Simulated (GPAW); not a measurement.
A self-consistent single point of TiSi2 (Cmcm, 6 atoms in the cell) with GPAW.

Computed with PBE, GPAW PAW datasets PBE (gpaw-data 1.0.1) (plane waves; GPAW).

The change in words: lattice scaled by 0.98. Reference geometry:
```
TiSi2
1.0
    1.79776    -6.88433     0.00000
    1.79776     6.88433     0.00000
    0.00000     0.00000     3.63113
Ti Si
2 4
Direct
  0.89688   0.10312   0.75000
  0.10312   0.89688   0.25000
  0.55825   0.44175   0.75000
  0.44175   0.55825   0.25000
  0.24969   0.75031   0.75000
  0.75031   0.24969   0.25000
```

Reference input (self-consistent single point, DFT PBE, plane waves, GPAW PAW datasets PBE (gpaw-data 1.0.1)): mode = pw; ecut = 800 eV; xc = PBE; kpts = 7 7 7; mesh shift (steps) = 0 0 0; occupations.name = fermi-dirac; occupations.width = 0.1 eV; nbands = -14; symmetry.symmorphic = false; symmetry.tolerance = 0.0005; maxiter = 150. This run's input differs from it in these lines:

```diff
@@ -5,5 +5,5 @@
 atoms = Atoms(['Ti', 'Ti', 'Si', 'Si', 'Si', 'Si'],
-              cell=[[1.797759, -6.884327, 0.000000],
-                    [1.797759, 6.884327, 0.000000],
-                    [0.000000, 0.000000, 3.631126]],
+              cell=[[1.761804, -6.746640, 0.000000],
+                    [1.761804, 6.746640, 0.000000],
+                    [0.000000, 0.000000, 3.558503]],
               scaled_positions=[[0.896880, 0.103120, 0.750000],
```

Output, abridged:

```
     iter     time        total  log10-change:
                         energy   eigst   dens
iter:   1 --:--:--   -38.339605
iter:   2 --:--:--   -38.448096   -0.61  -1.24
iter:   3 --:--:--   -38.356071   -1.59  -1.25
iter:   4 --:--:--   -38.535441   -1.82  -1.51
iter:   5 --:--:--   -38.349939   -1.67  -1.67
iter:   6 --:--:--   -38.352039   -3.65  -2.06
iter:   7 --:--:--   -38.370297   -2.85  -2.13
iter:   8 --:--:--   -38.340692   -2.48  -2.17
iter:   9 --:--:--   -38.341923   -3.58  -2.45
iter:  10 --:--:--   -38.338579c  -3.44  -2.59
iter:  11 --:--:--   -38.338655c  -4.37  -3.24
iter:  12 --:--:--   -38.338619c  -5.77  -3.32
iter:  13 --:--:--   -38.338601c  -6.56  -3.33
iter:  14 --:--:--   -38.338582c  -6.29  -3.37
iter:  15 --:--:--   -38.338568c  -6.11  -3.46
iter:  16 --:--:--   -38.338575c  -6.18  -3.57
iter:  17 --:--:--   -38.338565c  -7.00  -3.88
iter:  18 --:--:--   -38.338553c  -6.06  -4.00
iter:  19 --:--:--   -38.338553c  -7.23  -4.28c
iter:  20 --:--:--   -38.338552c  -7.47c -4.45c
Converged after 20 iterations.

Dipole moment: (-0.000000, 0.000000, 0.000000) |e|*Ang

Energy contributions relative to reference atoms: (reference = -77993.405564)

Kinetic:        +44.424257
Potential:      -35.255629
External:        +0.000000
XC:             -47.367980
Entropy (-ST):   -0.053970
Local:           -0.112215
SIC:             +0.000000
--------------------------
Free energy:    -38.365537
Extrapolated:   -38.338552

Showing only first 2 kpts
 Kpt  Band  Eigenvalues  Occupancy
  0    18      8.11784    2.00000
  0    19     10.66814    0.01609
  0    20     10.92854    0.00120
  0    21     11.02708    0.00045

  1    18      8.82247    2.00000
  1    19     10.23205    0.77684
  1    20     10.60301    0.03063
  1    21     10.78401    0.00508

Fermi level: 10.18666

No gap
   [... lines left out ...]
  0 Ti    0.00000   -0.02922    0.00000
  1 Ti    0.00000    0.02922   -0.00000
  2 Si    0.00000   -0.22633   -0.00000
  3 Si    0.00000    0.22633    0.00000
  4 Si    0.00000    0.01679    0.00000
  5 Si    0.00000   -0.01679    0.00000

Stress tensor:
    -0.021289    -0.000000     0.000000
    -0.000000    -0.017630     0.000000
     0.000000     0.000000    -0.023570
Stress (GPa, Voigt): [-3.4109 -2.8247 -3.7763  0.      0.     -0.    ]
```

The run converged in 20 iterations. GPAW prints stress with tension positive. Against the reference run the free energy falls by 4.3 meV/atom, the pressure goes from -4.78 to 3.34 GPa and the largest force goes from 0.128 to 0.226 eV/Å.

The starting cell comes from a database of computed structures (which also holds hypothetical and non-ambient phases and stackings), without a prior relaxation at this level. Its lattice was rescaled by a random factor within 2.5 % of one. For this run, on top of that: lattice scaled by 0.98. Spin polarisation is off. With a pressure of about 3 GPa the cell is away from its equilibrium volume at this level.

Cost on one core of a shared machine: roughly 7 min.
